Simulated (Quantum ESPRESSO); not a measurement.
Input and output of a self-consistent single point for BiBrO (P4/nmm, 6 atoms in the cell) (Quantum ESPRESSO).

Method of the run: PBEsol, PseudoDojo standard norm-conserving (PBESOL) pseudopotentials (plane waves; Quantum ESPRESSO).

The change in words: lattice scaled by 0.985. Reference geometry:
```
CELL_PARAMETERS angstrom
      3.92783     0.00000     0.00000
      0.00000     3.92783     0.00000
      0.00000     0.00000     8.39432
ATOMIC_POSITIONS crystal
  Bi 0.00000 0.50000 0.85144
  Bi 0.50000 0.00000 0.14856
  Br 0.50000 0.00000 0.66529
  Br 0.00000 0.50000 0.33471
  O  0.00000 0.00000 0.00000
  O  0.50000 0.50000 0.00000
```

Reference input (self-consistent single point, DFT, PBEsol, plane waves, PseudoDojo standard norm-conserving (PBESOL) pseudopotentials): ecutwfc = 85 Ry; occupations = smearing; smearing = fermi-dirac; degauss = 0.000734986 Ry; potentials = {Bi: Bi.upf, Br: Br.upf, O: O.upf}; K_POINTS = automatic 6 6 3 1 1 1; conv_thr = 1e-10 Ry; mixing_beta = 0.7. This run's input differs from it in these lines:

```diff
@@ -10,4 +10,4 @@
  ibrav = 6
- A = 3.9278300000
- C = 8.3943200000
+ A = 3.8689130000
+ C = 8.2684050000
  nat = 6
```

Log, with long lists cut:

```
     Self-consistent Calculation

     iteration #  1     ecut=    85.00 Ry     beta= 0.70

     total energy              =    -455.07278672 Ry
     estimated scf accuracy    <       1.17746237 Ry

     iteration #  2     ecut=    85.00 Ry     beta= 0.70

     total energy              =    -454.54763831 Ry
     estimated scf accuracy    <       5.93067942 Ry

     iteration #  3     ecut=    85.00 Ry     beta= 0.70

     total energy              =    -455.61607026 Ry
     estimated scf accuracy    <       0.83109253 Ry

   [... 8 blocks of this kind left out ...]

     iteration # 12     ecut=    85.00 Ry     beta= 0.70

     total energy              =    -455.71495544 Ry
     estimated scf accuracy    <          1.1E-10 Ry

     iteration # 13     ecut=    85.00 Ry     beta= 0.70
     End of self-consistent calculation

     the Fermi energy is     8.7675 ev

!    total energy              =    -455.71495544 Ry
     estimated scf accuracy    <          2.0E-12 Ry
     smearing contrib. (-TS)   =       0.00000000 Ry
     internal energy E=F+TS    =    -455.71495544 Ry

     convergence has been achieved in  13 iterations

     Forces acting on atoms (cartesian axes, Ry/au):

     atom    1 type  1   force =     0.00000000    0.00000000   -0.02244864
     atom    2 type  1   force =     0.00000000    0.00000000    0.02244864
     atom    3 type  2   force =     0.00000000    0.00000000   -0.00447267
     atom    4 type  2   force =     0.00000000    0.00000000    0.00447267
     atom    5 type  3   force =     0.00000000    0.00000000    0.00000000
     atom    6 type  3   force =     0.00000000    0.00000000    0.00000000

     Total force =     0.032371     Total SCF correction =     0.000006

          total   stress  (Ry/bohr**3)                   (kbar)     P=       29.59
   0.00020880   0.00000000   0.00000000           30.72        0.00        0.00
   0.00000000   0.00020880   0.00000000            0.00       30.72        0.00
   0.00000000   0.00000000   0.00018586            0.00        0.00       27.34

   JOB DONE.
```

The run converged in 13 iterations. Against the reference run the free energy rises by 5.0 meV/atom, the pressure goes from -1.13 to 2.96 GPa, the largest force goes from 0.078 to 0.577 eV/Å and the gap on the mesh goes from 2.681 to 2.736 eV.

The starting cell comes from a database of computed structures (which also holds hypothetical and non-ambient phases and stackings), without a prior relaxation at this level. For this run, on top of that: lattice scaled by 0.985. Spin-orbit coupling is off. The shifted mesh does not hold Γ, so a gap read on it misses any band edge there.

Cost on one core of a shared machine: roughly 2 min.
